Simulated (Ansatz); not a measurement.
The parent structure is SiO₂ in the rutile structure (space group P4_2/mnm, No. 136; a = 4.236 Å, c = 2.690 Å).

The values are results of PBE/PAW in Ansatz (a program for electronic structure), no SOC, not measurements.

Carriers are added at fixed cell with a uniform background; the Fermi–Dirac width is that of 300 K.

One change was made to it. Results:

The Fermi level relative to the doped band's edge (positive inside the band; to 0.05 eV) is +2.35 eV; the gap character remains direct at Γ.

Problem. Which change produced these results?
(A) holes 2.0×10^22 cm⁻³
(B) electrons 3.0×10^21 cm⁻³
(C) electrons 2.0×10^22 cm⁻³
(D) holes 3.0×10^21 cm⁻³

Solution. C, electrons 2.0×10^22 cm⁻³. For comparison, the Fermi level from band edge in the other runs: holes 2.0×10^22 cm⁻³ gives +1.00 eV; electrons 3.0×10^21 cm⁻³ gives +1.25 eV; holes 3.0×10^21 cm⁻³ gives +0.45 eV.

Charged cell with a jellium background: band edges are those of the host's band count, energies are not comparable with the neutral cell, and many-body gap narrowing is missing. No phonon test of stability was made.
